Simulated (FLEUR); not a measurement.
Band structure of Tc3Sn (P-6m2, 4 atoms in the cell).

```yaml
crystal:
  lattice:
    - [2.88246, 0.00000, 0.00000]
    - [-1.44123, 2.49629, 0.00000]
    - [0.00000, 0.00000, 8.45992]
  atoms:
    - { symbol: Tc, position: [0.00000, 0.00000, 0.50000] }
    - { symbol: Tc, position: [0.33333, 0.66667, 0.26178] }
    - { symbol: Tc, position: [0.33333, 0.66667, 0.73822] }
    - { symbol: Sn, position: [0.00000, 0.00000, 0.00000] }
```

Method: PBEsol, all-electron FLAPW (FLEUR), scalar-relativistic valence run with FLEUR.

Settings: Kmax = 4.3 1/bohr; GmaxXC = 12.9 1/bohr; xcFunctional = PBEs; jspins = 1; l_soc = F; mode = hist; fermiSmearingEnergy = 0.00183747 Htr; mesh (inpgen div1-3) = 12 12 4; inpgen gamma flag = true; Gmax = 12.9 1/bohr; numbands = 0; maxIterBroyd = 40; imix = Anderson; alpha = 0.05.

The starting cell comes from a database of computed structures (which also holds hypothetical and non-ambient phases and stackings), without a prior relaxation at this level. Its lattice was rescaled by a random factor within 2.5 % of one. Spin polarisation is off. Values depend on the basis (sphere radii, cutoffs, local orbitals), which need not be converged.

Levels in eV from the Fermi level, bands 26 to 33:
| point | 26 | 27 | 28 | 29 | 30 | 31 | 32 | 33 |
|---|---|---|---|---|---|---|---|---|
| Γ | -2.09 | -1.25 | -1.25 | -0.64 | -0.19 | -0.19 | 1.05 | 1.27 |
| M | -1.95 | -0.80 | -0.54 | -0.01 | 1.94 | 1.98 | 2.11 | 2.39 |
| K | -2.30 | -2.08 | -1.70 | 0.15 | 0.69 | 0.89 | 0.92 | 1.57 |
| A | -2.10 | -1.22 | -1.22 | -0.60 | -0.30 | -0.30 | 0.12 | 1.35 |
| L | -1.05 | -0.53 | -0.43 | -0.34 | 1.44 | 2.00 | 2.25 | 2.44 |
| H | -2.24 | -2.13 | -1.72 | -0.24 | 0.23 | 1.15 | 1.15 | 2.32 |
